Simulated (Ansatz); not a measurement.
A self-consistent single point of Ag (Fm-3m, 1 atom in the cell) with Ansatz (a program for electronic structure).

Level of theory: PBE (plane waves, PAW; Ansatz).

The change in words: lattice scaled by 0.98; kpoints.mp_grid.grid: 14 14 14 → 22 22 22. Reference geometry:
```xyz
1
Lattice="0.0000 2.0552 2.0552 2.0552 0.0000 2.0552 2.0552 2.0552 0.0000" Properties=species:S:1:pos:R:3 pbc="T T T"
Ag     0.0000     0.0000     0.0000
```

Reference input (self-consistent single point, DFT, PBE, plane waves, default PAW files): basis.ecutwfc = 420 eV; kpoints.mp_grid.grid = 14 14 14; hamiltonian.xc = pbe; hamiltonian.pseudopotentials = {kind: paw} (the program's default PAW files); scf.occupations.method = fermi_dirac; scf.occupations.width = 0.1 eV. This run's input differs from it in these lines:

Ansatz 0.2 input:
```diff
@@ -2,5 +2,5 @@
   lattice:
-    - [0.000000, 2.055225, 2.055225]
-    - [2.055225, 0.000000, 2.055225]
-    - [2.055225, 2.055225, 0.000000]
+    - [0.000000, 2.014121, 2.014121]
+    - [2.014121, 0.000000, 2.014121]
+    - [2.014121, 2.014121, 0.000000]
   atoms:
@@ -11,3 +11,3 @@
   mp_grid:
-    grid: [14, 14, 14]
+    grid: [22, 22, 22]
 hamiltonian:
```

Output, abridged:

```
SCF iter   1: F=—  HF=-7590.515263 eV  |F-HF|=—  |Δ(HF+E_count)|=         —  Δρ=9.05e-4  dr2=2.12e-5  ethr=1.77e-3  ⟨swp⟩=4.5  Hψ=22807  notcnv=0
all-band conjugate gradients solve this SCF's bands
preconditioner: auto → none
SCF iter   2: F=—  HF=-7590.515417 eV  |F-HF|=—  |Δ(HF+E_count)|=   1.54e-4  Δρ=5.03e-4  dr2=5.47e-6  ethr=1.12e-7  ⟨swp⟩=2.2  Hψ=10413  notcnv=0
SCF iter   3: F=—  HF=-7590.515460 eV  |F-HF|=—  |Δ(HF+E_count)|=   4.33e-5  Δρ=2.27e-4  dr2=6.21e-6  ethr=2.88e-8  ⟨swp⟩=2.0  Hψ=7503  notcnv=0
SCF iter   4: F=—  HF=-7590.515461 eV  |F-HF|=—  |Δ(HF+E_count)|=   3.23e-7  Δρ=6.43e-5  dr2=6.02e-7  ethr=2.88e-8  ⟨swp⟩=2.4  Hψ=6430  notcnv=0
iter 5 did not close the SCF: its close was put off for the readings that it lacked (scf_convergence_deferred on its scf_iter line)
SCF iter   5: F=-7590.515460 eV  HF=-7590.515460 eV  |F-HF|=6.49e-10  |Δ(HF+E_count)|=   1.29e-7  Δρ=9.34e-6  dr2=6.68e-9  ethr=3.17e-9  ⟨swp⟩=2.0  Hψ=6280  notcnv=0
SCF iter   6: F=-7590.515460 eV  HF=-7590.515460 eV  |F-HF|=2.39e-9  |Δ(HF+E_count)|=   4.64e-9  Δρ=4.46e-6  dr2=3.04e-9  ethr=3.52e-11  ⟨swp⟩=2.0  Hψ=13245  notcnv=0
SCF 1 converged in 6 iterations: F = -7590.515460 eV  dr2 = 3.04e-9
Free energy (F): -7590.515460 eV
Internal energy: -7590.508186 eV  (E = F + TS)
E sigma→0 (E₀):  -7590.511823 eV
Entropy (-TS):   -0.007274 eV (-7.274 meV/atom)
Fermi energy:    18.395067 eV
--- Forces (eV/Å), atoms counted from 1 ---
  atom   1  Ag    -0.00000000     0.00000000     0.00000000
--- Stress (GPa, compression-positive) ---
       10.324633       0.000000      -0.000000
       -0.000000      10.324633       0.000000
       -0.000000      -0.000000      10.324633
  P = ⅓ Tr σ = 10.3246 GPa (103.246 kbar)
  The stress holds the Pulay correction. Without it, at fixed plane waves, as pw.x and ABINIT print it: P = 10.2517 GPa
```

The run converged in 6 iterations. Against the reference run the free energy goes up by 38.4 meV/atom and the pressure goes from 2.72 to 10.32 GPa.

The starting cell has typed, rounded lattice constants, without a prior relaxation at this level. Its lattice was rescaled by up to half a per cent. For this run, on top of that: lattice scaled by 0.98. With a pressure of about 10 GPa the cell is away from its equilibrium volume at this level. Ansatz's pressure includes its estimate of the finite-basis (Pulay) stress.
